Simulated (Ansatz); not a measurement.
Results of PBE+SOC in Ansatz (PAW) for fluorite AuAl2.

Run with plane-wave cutoff 520 eV, 16×16×16 k mesh, Fermi–Dirac smearing 0.05 eV, PAW data made under PBE.

Equation-of-state points:

```tsv
V (Å³/atom)	E − E_lowest (meV/atom)
17.310	24.97
17.678	10.65
18.046	2.55
18.415	0.00
18.783	2.39
19.151	9.16
19.519	19.83
```

**Question.** Estimate the bulk modulus and its pressure derivative from these points.

**Answer.** V0 = 18.413 Å³/atom, B0 = 107 GPa, B′ = 4.9 (fit to the energies at full precision).

The result took roughly 7 core-minutes.

Ansatz is an electronic-structure program.
